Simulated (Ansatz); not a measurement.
Input and output of a self-consistent single point for ZrSeS (P3m1, 3 atoms in the cell) (Ansatz, a quantum-chemistry and plane-wave program).

Computed with LDA (PW92), default PAW files made with PBE (plane waves; Ansatz).

The change in words: lattice scaled by 0.98; basis.ecutwfc: 420 eV → 170 eV. Reference geometry:
```xyz
3
Lattice="3.7613 0.0000 0.0000 -1.8806 3.2574 0.0000 0.0000 0.0000 6.2535" Properties=species:S:1:pos:R:3 pbc="T T T"
Zr     0.0000     0.0000     0.1282
Se     1.8806     1.0858     4.7113
S      0.0000     2.1716     1.4640
```

Reference input (self-consistent single point, DFT, LDA (PW92), plane waves, default PAW files made with PBE): basis.ecutwfc = 420 eV; kpoints.mp_grid.grid = 8 8 4; hamiltonian.xc = lda; hamiltonian.pseudopotentials = {kind: paw} (the program's default PAW files); scf.occupations.method = fermi_dirac; scf.occupations.width = 0.02 eV. This run's input differs from it in these lines:

Ansatz 0.2 input:
```diff
@@ -2,5 +2,5 @@
   lattice:
-    - [3.76127000, 0.00000000, 0.00000000]
-    - [-1.88063500, 3.25735600, 0.00000000]
-    - [0.00000000, 0.00000000, 6.25352400]
+    - [3.68604500, 0.00000000, 0.00000000]
+    - [-1.84302200, 3.19220900, 0.00000000]
+    - [0.00000000, 0.00000000, 6.12845400]
   atoms:
@@ -10,3 +10,3 @@
 basis:
-  ecutwfc: 420.0
+  ecutwfc: 170.0
 kpoints:
```

Log, with long lists cut:

```
SCF iter   1: F=—  HF=-10324.331714 eV  |F-HF|=—  |Δ(HF+E_count)|=         —  Δρ=4.10e-2  dr2=6.38e-1  ethr=1.77e-3  ⟨swp⟩=5.2  Hψ=2966  notcnv=0
all-band conjugate gradients solve this SCF's bands
preconditioner: auto → Resta (q_TF=auto, 2.407 Å⁻¹)
SCF iter   2: F=—  HF=-10322.629701 eV  |F-HF|=—  |Δ(HF+E_count)|=    1.70e0  Δρ=2.13e-2  dr2=2.26e-1  ethr=1.77e-3  ⟨swp⟩=2.0  Hψ=1750  notcnv=0
   [... lines left out ...]
SCF iter   5: F=—  HF=-10322.308272 eV  |F-HF|=—  |Δ(HF+E_count)|=   8.37e-4  Δρ=4.84e-4  dr2=2.78e-4  ethr=5.20e-6  ⟨swp⟩=2.0  Hψ=1015  notcnv=0
SCF iter   6: F=—  HF=-10322.308177 eV  |F-HF|=—  |Δ(HF+E_count)|=   9.56e-5  Δρ=8.88e-5  dr2=6.16e-6  ethr=8.19e-7  ⟨swp⟩=2.0  Hψ=923  notcnv=0
SCF iter   7: F=—  HF=-10322.308173 eV  |F-HF|=—  |Δ(HF+E_count)|=   3.85e-6  Δρ=1.43e-5  dr2=2.46e-7  ethr=1.81e-8  ⟨swp⟩=2.0  Hψ=1015  notcnv=0
SCF iter   8: F=-10322.308173 eV  HF=-10322.308173 eV  |F-HF|=1.06e-8  |Δ(HF+E_count)|=   2.80e-8  Δρ=3.40e-6  dr2=2.71e-8  ethr=2.94e-10  ⟨swp⟩=4.1  Hψ=2279  notcnv=0
SCF 1 converged in 8 iterations: F = -10322.308173 eV  dr2 = 2.71e-8
Free energy (F): -10322.308173 eV
Internal energy: -10322.308173 eV  (E = F + TS)
E sigma→0 (E₀):  -10322.308173 eV
Fermi energy:    8.137406 eV
--- Forces (eV/Å), atoms counted from 1 ---
  atom   1  Zr    -0.00000000    -0.00000000    -0.49468681
  atom   2  Se     0.00000000     0.00000000     0.18762753
  atom   3  S     -0.00000000    -0.00000000     0.30261843
--- Stress (GPa, compression-positive) ---
       -2.757193       0.000000      -0.000000
        0.000000      -2.757193       0.000000
        0.000000       0.000000      -0.494081
  P = ⅓ Tr σ = -2.0028 GPa (-20.028 kbar)
  The stress holds the Pulay correction. Without it, at fixed plane waves, as pw.x and ABINIT print it: P = -99.4356 GPa
```

The run converged in 8 iterations. Against the reference run the free energy goes up by 4.07 eV/atom, the pressure goes from -5.00 to -2.00 GPa, the largest force goes from 0.659 to 0.495 eV/Å and the gap on the mesh goes from 0.549 to 0.572 eV.

The starting cell comes from a database of computed structures (which also holds hypothetical and non-ambient phases and stackings), without a prior relaxation at this level. Its lattice was rescaled by up to half a per cent. One atom was moved a little off its site on purpose. For this run, on top of that: lattice scaled by 0.98. Ansatz's pressure includes its estimate of the finite-basis (Pulay) stress. Without the estimate this run gives -99.44 GPa. The cutoff lies below the one recommended for these files.
